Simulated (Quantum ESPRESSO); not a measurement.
# One base run on ScCd7 (Cmcm, 16 atoms in the cell) and variants with one or two settings moved

```xyz
16
Lattice="3.6857 -5.0811 0.0000 3.6857 5.0811 0.0000 0.0000 0.0000 9.3762" Properties=species:S:1:pos:R:3 pbc="T T T"
Sc     3.6857    -0.2183     2.3440
Sc     3.6857     0.2183     7.0321
Cd     5.8830     2.0233     2.3440
Cd     1.4884    -2.0233     7.0321
Cd     5.8830    -2.0233     7.0321
Cd     1.4884     2.0233     2.3440
Cd     3.6857     2.1224     4.5205
Cd     3.6857    -2.1224     4.8556
Cd     3.6857    -2.1224     9.2086
Cd     3.6857     2.1224     0.1676
Cd     1.5468     0.0000     4.6881
Cd     5.8246     0.0000     4.6881
Cd     5.8246     0.0000     0.0000
Cd     1.5468     0.0000     0.0000
Cd     3.6857     4.1953     2.3440
Cd     3.6857    -4.1953     7.0321
```

Base run A: LDA (PZ), GBRV 1.5 ultrasoft (LDA) pseudopotentials run with Quantum ESPRESSO, self-consistent single point.

Its settings: ecutwfc = 50 Ry; ecutrho = 400 Ry; occupations = smearing; smearing = gaussian; degauss = 0.0073499 Ry; potentials = {Sc: sc_lda_v1.uspp.F.UPF, Cd: cd_lda_v1.uspp.F.UPF}; K_POINTS = automatic 3 3 2 0 0 0; conv_thr = 1e-09 Ry; mixing_beta = 0.7.

The starting cell comes from a database of computed structures (which also holds hypothetical and non-ambient phases and stackings), without a prior relaxation at this level. Its lattice was rescaled by a random factor within 2.5 % of one. In the base run, with a pressure of about -7 GPa the cell is away from its equilibrium volume at this level. Without a gap this mesh is coarse (it stands for a supercell whose shortest vector is 19 Å).

ΔF is the free energy per atom less that of run A. 

Run A gave: pressure (GPa) -7.02; largest force (eV/Å) 0.191; k-points 8.

Runs:
- B: lattice scaled by 0.97
- C: nosym: default → true
- D: K_POINTS: automatic 3 3 2 0 0 0 → automatic 2 2 1 0 0 0
- E: ecutrho: 400 Ry → 500 Ry
- F: degauss: 0.0073499 Ry → 0.0036749 Ry
- G: occupations: smearing → tetrahedra_opt; smearing: gaussian → default; degauss: 0.0073499 Ry → default
- H: mixing_beta: 0.7 → 0.4
- I: nosym: default → true; noinv: default → true

Question: What does run G change against A?

Answer: The free energy goes up by 15.0 meV/atom, the pressure goes from -7.02 to -6.85 GPa and the largest force goes from 0.191 to 0.178 eV/Å.

Question: What does run B change against A?

Answer: The free energy goes down by 45.4 meV/atom, the pressure goes from -7.02 to -1.63 GPa and the largest force hardly changes (0.191 to 0.186 eV/Å).

```json
[
 {"run": "A", "ΔF (meV/atom)": "0.00", "pressure (GPa)": "-7.02", "largest force (eV/Å)": "0.191", "k-points": "8"},
 {"run": "B", "ΔF (meV/atom)": "-45.4", "pressure (GPa)": "-1.63", "largest force (eV/Å)": "0.186", "k-points": "8"},
 {"run": "C", "ΔF (meV/atom)": "0.00", "pressure (GPa)": "-7.02", "largest force (eV/Å)": "0.191", "k-points": "10"},
 {"run": "D", "ΔF (meV/atom)": "-8.8", "pressure (GPa)": "-7.84", "largest force (eV/Å)": "0.302", "k-points": "3"},
 {"run": "E", "ΔF (meV/atom)": "0.00", "pressure (GPa)": "-7.02", "largest force (eV/Å)": "0.191", "k-points": "8"},
 {"run": "F", "ΔF (meV/atom)": "0.54", "pressure (GPa)": "-7.03", "largest force (eV/Å)": "0.193", "k-points": "8"},
 {"run": "G", "ΔF (meV/atom)": "15.0", "pressure (GPa)": "-6.85", "largest force (eV/Å)": "0.178", "k-points": "8"},
 {"run": "H", "ΔF (meV/atom)": "0.00", "pressure (GPa)": "-7.02", "largest force (eV/Å)": "0.190", "k-points": "8"},
 {"run": "I", "ΔF (meV/atom)": "0.00", "pressure (GPa)": "-7.02", "largest force (eV/Å)": "0.191", "k-points": "18"}
]
```
